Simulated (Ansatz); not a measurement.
System: BaMgF₄ (Cmc2₁, No. 36, 12 atoms in the cell; start COD 2104453). Method: LDA (PAW; Ansatz, a quantum-chemistry and plane-wave program).

Run with plane-wave cutoff 520 eV, 8×8×6 k mesh (along the axes of the cell as run), Fermi–Dirac smearing 0.01 eV, scalar-relativistic PAW data made under PBE.

Cell (relaxed at this level):

```cif
data_Ba4F16Mg4
_chemical_formula_sum 'Ba4 Mg4 F16'
_space_group_name_H-M_alt 'Cmc21'
_space_group_IT_number 36
_space_group_name_Hall 'C 2c -2'
_cell_length_a 4.04187
_cell_length_b 14.15089
_cell_length_c 5.71346
_cell_angle_alpha 90.000
_cell_angle_beta 90.000
_cell_angle_gamma 90.000
loop_
_atom_site_label
_atom_site_type_symbol
_atom_site_symmetry_multiplicity
_atom_site_Wyckoff_symbol
_atom_site_fract_x
_atom_site_fract_y
_atom_site_fract_z
_atom_site_occupancy
Ba1 Ba 4 a 0.00000 0.14804 0.03978 1
Mg1 Mg 4 a 0.00000 0.41376 0.00113 1
F1 F 4 a 0.00000 0.07840 0.49177 1
F2 F 4 a 0.00000 0.52636 0.18781 1
F3 F 4 a 0.00000 0.33171 0.26729 1
F4 F 4 a 0.00000 0.69779 0.30302 1
```
(The calculation used a cell of 12 atoms; values per cell refer to that cell.)

Give the computed band gap and smallest direct gap on the k points sampled.


* **band gap**: 7.20 eV
* **smallest direct gap on the k points sampled**: 7.21 eV

Spin–orbit coupling is not included.

The result took about 6 core-minutes (a rough figure).
